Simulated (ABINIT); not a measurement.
A self-consistent single point of Cu3Pd (Pm-3m, 4 atoms in the cell) with ABINIT.

Level of theory: PBEsol, PAW (JTH v2.0 PBE PAW, files made for PBE) (plane waves; ABINIT).

The change in words: lattice scaled by 0.98. Reference geometry:
```
CELL_PARAMETERS angstrom
      3.68588     0.00000     0.00000
      0.00000     3.68588     0.00000
      0.00000     0.00000     3.68588
ATOMIC_POSITIONS crystal
  Cu 0.00000 0.50000 0.50000
  Cu 0.50000 0.00000 0.50000
  Cu 0.50000 0.50000 0.00000
  Pd 0.00000 0.00000 0.00000
```

Reference input (self-consistent single point, DFT, PBEsol, plane waves, PAW (JTH v2.0 PBE PAW, files made for PBE)): pseudos = [Cu.GGA_PBE-JTH.xml, Pd.GGA_PBE-JTH.xml]; ecut = 816 eV; pawecutdg = 1633 eV; pawxcdev = 0; ixc = -116133; occopt = 3; tsmear = 0.05 eV; ngkpt = 9 9 9; nshiftk = 1; shiftk = 0 0 0; potentials = JTH v2.0 PBE PAW; nband = 48. This run's input differs from it in these lines:

```diff
@@ -3,3 +3,3 @@
 pseudos "Cu.GGA_PBE-JTH.xml, Pd.GGA_PBE-JTH.xml"
-acell 3.6858830000 3.6858830000 3.6858830000 Angstrom
+acell 3.6121650000 3.6121650000 3.6121650000 Angstrom
 rprim
@@ -13,5 +13,5 @@
 xcart
-         0.0000000000    3.4826546987    3.4826546987
-         3.4826546987    0.0000000000    3.4826546987
-         3.4826546987    3.4826546987    0.0000000000
+         0.0000000000    3.4130012835    3.4130012835
+         3.4130012835    0.0000000000    3.4130012835
+         3.4130012835    3.4130012835    0.0000000000
          0.0000000000    0.0000000000    0.0000000000
```

The program printed (abridged):

```
--- !BeginCycle
solver: {iscf: 17, nstep: 50, nline: 4, wfoptalg: 10, }
tolerances: {tolvrs: 1.00E-10, }
...

     iter   Etot(hartree)      deltaE(h)  residm     nres2
 ETOT  1  -697.00178173327    -6.970E+02 7.571E+01 2.818E+02
 ETOT  2  -730.04581488024    -3.304E+01 5.592E-01 3.838E+03
 ETOT  3  -723.95271715083     6.093E+00 3.578E-01 7.044E+02
 ETOT  4  -722.68829723138     1.264E+00 1.550E-01 1.671E+02
 ETOT  5  -722.40406773889     2.842E-01 1.138E-01 1.781E+01
   [... 19 lines left out ...]
 ETOT 25  -722.36487370894     3.979E-12 2.284E-05 1.679E-09
 ETOT 26  -722.36487370895    -7.958E-12 1.360E-05 7.180E-10
 ETOT 27  -722.36487370895    -6.821E-13 1.749E-05 5.162E-10
 ETOT 28  -722.36487370894     4.093E-12 1.040E-05 1.385E-11
 At SCF step   28       nres2   =  1.38E-11 < tolvrs=  1.00E-10 =>converged.

 Cartesian components of stress tensor (hartree/bohr^3)
  sigma(1 1)= -2.28641763E-04  sigma(3 2)=  0.00000000E+00
  sigma(2 2)= -2.28641763E-04  sigma(3 1)=  0.00000000E+00
  sigma(3 3)= -2.28641763E-04  sigma(2 1)=  0.00000000E+00

 ----iterations are completed or convergence reached----

 reduced coordinates (array xred) for    4 atoms
       0.000000000000      0.500000000000      0.500000000000
       0.500000000000      0.000000000000      0.500000000000
       0.500000000000      0.500000000000      0.000000000000
       0.000000000000      0.000000000000      0.000000000000
 cartesian forces (eV/Angstrom) at end:
    1     -0.00000000000000    -0.00000000000000    -0.00000000000000
   [... lines left out ...]
 Fermi (or HOMO) energy (hartree) =   0.33280   Average Vxc (hartree)=  -0.46382
 Fermi (or HOMO) energy (eV) =   9.05598   Average Vxc (eV)= -12.62109
   [... lines left out ...]
'-kT*entropy'       : -4.10161063700518E-04
total_energy        : -7.22364875958965E+02
total_energy_eV     : -1.96565479267007E+04
...

-Cartesian components of stress tensor (GPa)         [Pressure=  6.7269E+00 GPa]
- sigma(1 1)= -6.72687177E+00  sigma(3 2)=  0.00000000E+00
- sigma(2 2)= -6.72687177E+00  sigma(3 1)=  0.00000000E+00
- sigma(3 3)= -6.72687177E+00  sigma(2 1)=  0.00000000E+00

 Calculation completed.
```

The run converged in 28 iterations. Against the reference run the free energy goes up by 5.7 meV/atom and the pressure goes from -4.41 to 6.73 GPa.

The starting cell comes from a database of computed structures (which also holds hypothetical and non-ambient phases and stackings), without a prior relaxation at this level. Its lattice was rescaled by a random factor within 2.5 % of one. For this run, on top of that: lattice scaled by 0.98. Spin polarisation is off. The potentials were made for another functional than the one used. With a pressure of about 7 GPa the cell is away from its equilibrium volume at this level.

Cost on one core of a shared machine: roughly 5 min.
